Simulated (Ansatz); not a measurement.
Start from W in the bcc (W type) structure (space group Im-3m, No. 229; a = 3.154 Å; relaxed with 0.1 eV smearing). Axes: x, y, z lie along the cube axes.

Computed with PBEsol, PAW, 420 eV (Ansatz, a program for electronic structure; spin-orbit coupling left out).

For the base:

- Pressure: 0.0 GPa
- Shortest interatomic distance: 2.732 Å

The change: uniaxial strain ε_zz = +2.00 %, all other strain components held at zero, atoms relaxed at fixed cell.

Estimate the effect on the pressure.

The pressure (mean of the normal stresses, compression positive) goes from zero to -6.1 GPa.

How does this affect the energy relative to the base?

The energy goes up by 10 meV/atom.

What does the calculation give for the shortest interatomic distance after the change?

The shortest interatomic distance increases by 0.018 Å, from 2.732 Å to 2.750 Å.

Stability against distortions was not tested. All final runs are without spin polarisation.
